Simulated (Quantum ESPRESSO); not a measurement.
A self-consistent single point of K₃YF₆ (P2_1/c, 20 atoms in the cell) with Quantum ESPRESSO.

Method of the run: LDA (PZ), GBRV 1.5 ultrasoft (LDA) pseudopotentials (plane waves; Quantum ESPRESSO).

```xyz
20
Lattice="6.3659 0.0000 0.0000 0.0000 6.6544 0.0000 -6.1350 0.0000 9.0371" Properties=species:S:1:pos:R:3 pbc="T T T"
K     -2.8844     0.3748     6.8398
K      3.1153     6.2796     2.1974
K      0.0478     3.7020     6.7160
K      0.1831     2.9524     2.3212
K      0.1154     0.0000     4.5186
K      3.1829     3.3272     0.0000
Y     -3.0675     3.3272     4.5186
Y      0.0000     0.0000     0.0000
F     -0.7137     0.4216     2.0413
F      0.9446     6.2328     6.9958
F      4.0121     3.7488     2.4773
F     -3.7812     2.9056     6.5599
F     -0.8783     1.7846     8.3458
F      1.1092     4.8698     0.6913
F     -1.9583     5.1118     5.2099
F      2.1892     1.5426     3.8272
F      1.5008     4.5087     4.0678
F     -1.2699     2.1457     4.9693
F      1.7976     1.1815     0.4508
F     -1.5667     5.4729     8.5864
```

Reference input (self-consistent single point, DFT, LDA (PZ), plane waves, GBRV 1.5 ultrasoft (LDA) pseudopotentials): ecutwfc = 40 Ry; ecutrho = 320 Ry; occupations = fixed; potentials = {K: k_lda_v1.4.uspp.F.UPF, Y: y_lda_v1.4.uspp.F.UPF, F: f_lda_v1.4.uspp.F.UPF}; K_POINTS = automatic 3 3 2 0 0 0; nbnd = 84; conv_thr = 1e-11 Ry. This run's input differs from it in these lines:

```diff
@@ -12,4 +12,4 @@
  ntyp = 3,
- ecutwfc = 40,
- ecutrho = 320,
+ ecutwfc = 20,
+ ecutrho = 160,
  occupations = 'fixed',
```

Log, with long lists cut:

```
     Self-consistent Calculation

     iteration #  1     ecut=    20.00 Ry     beta= 0.70

     Threshold (ethr) on eigenvalues was too large:
     Diagonalizing with lowered threshold

     total energy              =   -1108.78523607 Ry
     estimated scf accuracy    <       0.97299869 Ry

     iteration #  2     ecut=    20.00 Ry     beta= 0.70

     total energy              =   -1108.91893613 Ry
     estimated scf accuracy    <       0.13718194 Ry

     iteration #  3     ecut=    20.00 Ry     beta= 0.70

     total energy              =   -1108.95918230 Ry
     estimated scf accuracy    <       0.02702473 Ry

   [... 8 blocks of this kind left out ...]

     iteration # 12     ecut=    20.00 Ry     beta= 0.70

     total energy              =   -1108.96777097 Ry
     estimated scf accuracy    <          5.9E-10 Ry

     iteration # 13     ecut=    20.00 Ry     beta= 0.70
     End of self-consistent calculation

     highest occupied, lowest unoccupied level (ev):     0.3573    6.5223

!    total energy              =   -1108.96777097 Ry
     estimated scf accuracy    <          6.2E-12 Ry

     convergence has been achieved in  13 iterations

     Forces acting on atoms (cartesian axes, Ry/au):

     atom    1 type  1   force =     0.00126607    0.00039809    0.00196840
     atom    2 type  1   force =    -0.00126607   -0.00039809   -0.00196840
     atom    3 type  1   force =    -0.00126607    0.00039809   -0.00196840
     atom    4 type  1   force =     0.00126607   -0.00039809    0.00196840
     atom    5 type  1   force =     0.00000000   -0.00000000   -0.00000000
     atom    6 type  1   force =     0.00000000    0.00000000    0.00000000
   [... lines left out ...]

     Total force =     0.077212     Total SCF correction =     0.000002

          total   stress  (Ry/bohr**3)                   (kbar)     P=     -859.68
  -0.00584823   0.00000000  -0.00001157         -860.30        0.00       -1.70
   0.00000000  -0.00585613   0.00000000            0.00     -861.47        0.00
  -0.00001157   0.00000000  -0.00582769           -1.70        0.00     -857.28

   JOB DONE.
```

The run converged in 13 iterations. Against the reference run the free energy goes up by 2.80 eV/atom, the pressure goes from -5.83 to -85.97 GPa, the largest force goes from 0.471 to 0.611 eV/Å and the gap on the mesh goes from 6.206 to 6.165 eV.

The starting cell comes from a database of computed structures (which also holds hypothetical and non-ambient phases and stackings), without a prior relaxation at this level. Its lattice was rescaled by a random factor within 2.5 % of one. At the lowered cutoff the pressure carries the error of an incomplete plane-wave basis.

Cost on one core of a shared machine: roughly 90 s.
